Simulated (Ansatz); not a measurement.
The starting structures come from a database of crystals and need not be the phases stable at ambient conditions.

The decay constant κ of evanescent states in the gap governs leakage through a thin film.

Input:

```yaml
crystal:
  lattice:
    - [5.68097, 0.00000, 0.00000]
    - [0.00000, 7.85062, 0.00000]
    - [0.00000, 2.96094, 7.00022]
  atoms:
    - { symbol: Pb, position: [0.24564, 0.88294, 0.08860] }
    - { symbol: Pb, position: [0.75436, 0.11706, 0.91140] }
    - { symbol: Pb, position: [0.74564, 0.61706, 0.91140] }
    - { symbol: Pb, position: [0.25436, 0.38294, 0.08860] }
    - { symbol: Pb, position: [0.25830, 0.85385, 0.61226] }
    - { symbol: Pb, position: [0.74170, 0.14615, 0.38774] }
    - { symbol: Pb, position: [0.75830, 0.64615, 0.38774] }
    - { symbol: Pb, position: [0.24170, 0.35385, 0.61226] }
    - { symbol: O, position: [0.37308, 0.73487, 0.36872] }
    - { symbol: O, position: [0.62692, 0.26513, 0.63128] }
    - { symbol: O, position: [0.87308, 0.76513, 0.63128] }
    - { symbol: O, position: [0.12692, 0.23487, 0.36872] }
    - { symbol: O, position: [0.09120, 0.05043, 0.80945] }
    - { symbol: O, position: [0.90880, 0.94957, 0.19055] }
    - { symbol: O, position: [0.59120, 0.44957, 0.19055] }
    - { symbol: O, position: [0.40880, 0.55043, 0.80945] }
    - { symbol: O, position: [0.56750, 0.85960, 0.93370] }
    - { symbol: O, position: [0.43250, 0.14040, 0.06630] }
    - { symbol: O, position: [0.06750, 0.64040, 0.06630] }
    - { symbol: O, position: [0.93250, 0.35960, 0.93370] }
```

The cell is taken as given; by PBEsol it stands under a pressure of -0.7 GPa.

Transport runs along the normal of the first two printed cell vectors.

The gap is the functional's own. No spin-orbit coupling. Mid-gap values are those at the computed energy nearest the middle.

### Question
Compute, with PBEsol (Ansatz, a first-principles code), the band gap and the smallest decay constant κ at mid-gap.

### Answer
Gap 1.14 eV on a 6×4×4 mesh; κ = 0.263 1/Å, at (0.167, 0.000) of the in-plane reciprocal vectors. At the zone centre the slowest state has κ = 0.27 1/Å.
